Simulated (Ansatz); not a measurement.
Levels about the gap of amorphous Ge20S40Sb4 (64 atoms in a cell of 1690 Å³, 3.17 g/cm³; zone centre alone, so wide bands show as single levels with stretches between that a denser mesh fills), at the geometry that PBE-D3(BJ) relaxed, where it gives 0.0 GPa on a denser mesh. The participation number counts the atoms over which a state spreads; weights are charges in smoothed Voronoi cells. The levels come from a single point, so bond lengths are those of that geometry. Method of the levels: PBE-D3(BJ), scalar-relativistic without spin-orbit coupling (Ansatz, a first-principles code). Sampling: the zone centre alone; Fermi-Dirac width 0.05 eV; no spin polarisation.

Preparation: random packing, a CHGNet melt and quench, and a DFT relaxation. The hot cell started wider than the set density and was brought back towards it in steps. It is the lowest in DFT energy of 3 quenches. It is a model cell: composition and starting density were chosen by hand, and all elements were melted together. The geometry includes D3(BJ) dispersion. Its density started from a set value of 3.01 and ended at 3.17 g/cm³. Cooling (nominally 64 K/ps over its main leg) ran many orders faster than in experiment, which tends to leave more defects and strain. One small periodic cell is one sample of the glass; other quenches scatter about these values. Volume and shape were free in the relaxation.

| E - E(highest filled), eV | filling | participation number | largest on | weight S | weight Ge | weight Sb |
|---|---|---|---|---|---|---|
| -0.51 | filled | 21.7 | S, 2 neighbours | 0.83 | 0.11 | 0.07 |
| -0.44 | filled | 25.1 | S, 2 neighbours | 0.73 | 0.16 | 0.12 |
| -0.33 | filled | 20.8 | Ge, 3 neighbours | 0.78 | 0.22 | 0.01 |
| -0.28 | filled | 18.1 | S, 3 neighbours | 0.79 | 0.15 | 0.05 |
| -0.20 | filled | 16.7 | S, 2 neighbours | 0.78 | 0.21 | 0.02 |
| -0.16 | filled | 16.2 | S, 2 neighbours | 0.77 | 0.20 | 0.03 |
| 0.00 | filled | 16.3 | S, 2 neighbours | 0.78 | 0.19 | 0.03 |
| 1.57 | empty | 39.9 | Ge, 3 neighbours | 0.55 | 0.32 | 0.13 |
| 1.63 | empty | 21.0 | S, 2 neighbours | 0.57 | 0.29 | 0.13 |
| 1.73 | empty | 38.0 | Sb, 3 neighbours | 0.62 | 0.27 | 0.11 |
| 1.78 | empty | 35.6 | S, 2 neighbours | 0.59 | 0.31 | 0.10 |
| 1.86 | empty | 27.5 | S, 2 neighbours | 0.66 | 0.30 | 0.04 |
| 1.94 | empty | 37.8 | Ge, 3 neighbours | 0.55 | 0.33 | 0.12 |
| 2.00 | empty | 42.7 | Sb, 3 neighbours | 0.57 | 0.27 | 0.16 |

Most localised among these is the filled level at -0.16 eV, on a S atom, which has 2 neighbours (S 2.10 Å, Ge 2.27 Å).
